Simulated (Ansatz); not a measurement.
Bi2Te3: x(B) = 0.75, 10 atoms, Pm

Take Bi2Te3 in the Bi2Te3 type structure (space group R-3m, No. 166; a = 4.316 Å, c = 29.622 Å (hexagonal axes)) as the base.

The other end (x = 1) is B$_{2}$Te$_{3}$ (space group R-3m, No. 166; a hypothetical phase, not in the database extracts checked): 18.64 Å³/atom, gap zero; this end may not be an ambient phase.

The change: B replaces 75.0 % of the Bi, ordered in a cell of 10 atoms (starting symmetry Pm) and fully relaxed.

Level of theory: PBEsol-D3(BJ)/PAW in Ansatz (a program for electronic structure), no SOC, earlier PAW set. Settings: 7×14×5 k-points, 0.05 eV Fermi–Dirac smearing, for the changed cell.

Volume per atom: 23.46 Å³ (base 31.85 Å³)
Density: 7.13 g/cm³ (base 8.35 g/cm³)
Band gap: zero (base 0.18 eV)
Mixing energy: +0.05 eV/atom (to 0.01 eV only: unlike meshes or grids) (against an end that may be hypothetical)
Deviation of the volume from the linear (Vegard-type) interpolation: +6.9 %

Final structure:

```yaml
crystal:
  lattice:
    - [6.41961, 0.00000, 0.00000]
    - [0.00000, 3.34985, 0.00000]
    - [-0.52144, 0.00000, 10.91077]
  atoms:
    - { symbol: B, position: [0.41913, 0.00000, 0.18219] }
    - { symbol: B, position: [0.93130, 0.50000, 0.18751] }
    - { symbol: Bi, position: [0.68135, 0.00000, 0.77807] }
    - { symbol: B, position: [0.17526, 0.50000, 0.90645] }
    - { symbol: Te, position: [0.96562, 0.00000, 0.02768] }
    - { symbol: Te, position: [0.47749, 0.50000, 0.01970] }
    - { symbol: Te, position: [0.19064, 0.00000, 0.76225] }
    - { symbol: Te, position: [0.67474, 0.50000, 0.54903] }
    - { symbol: Te, position: [0.74144, 0.00000, 0.28874] }
    - { symbol: Te, position: [0.24303, 0.50000, 0.29838] }
```

Each cell is one ordered arrangement of few atoms, which overstates ordering effects compared with a random alloy. With Bi and Te present, leaving out spin-orbit coupling can change the band edges. No phonon test of stability was made. All final runs are without spin polarisation. Under x(B) = 0.75, 10 atoms, Pm the cell changed shape so far that it is another structure. The D3 term's C6 switches between coordination references near this geometry, which can add small steps to energies. The zero or small gap of Bi2Te3 can change with the level of theory.
